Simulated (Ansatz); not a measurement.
**What isotropic strain +2.50 % does to Ru**

Base system: Ru in the hcp (Mg type) structure (space group P6_3/mmc, No. 194; a = 2.722 Å, c = 4.294 Å; relaxed with 0.1 eV smearing).

Perturbation: the cell is scaled by 1.0250 in all directions; the atoms relax in the strained cell.

The values are results of PBE/PAW in Ansatz (an electronic-structure program), spin-orbit coupling left out, not measurements. Settings: 24×24×14 k-points, 0.1 eV Fermi–Dirac smearing.

| quantity | base | changed | shift |
|---|---|---|---|
| volume per atom | 13.78 Å³ | 14.83 Å³ | +1.059 Å³ |
| space group | P6_3/mmc (No. 194) | P6_3/mmc (No. 194) | – |
| shortest interatomic distance | 2.661 Å | 2.727 Å | +0.0665 Å |
| energy relative to the base (free energy F) | 0 meV/atom | +68 meV/atom | +68 meV/atom |
| pressure (mean of the normal stresses, compression positive) | 0.0 GPa | -19.2 GPa | -19.2 GPa |
| band gap | zero | zero | – |

No phonon test of stability was made. The final runs are not spin-polarised.
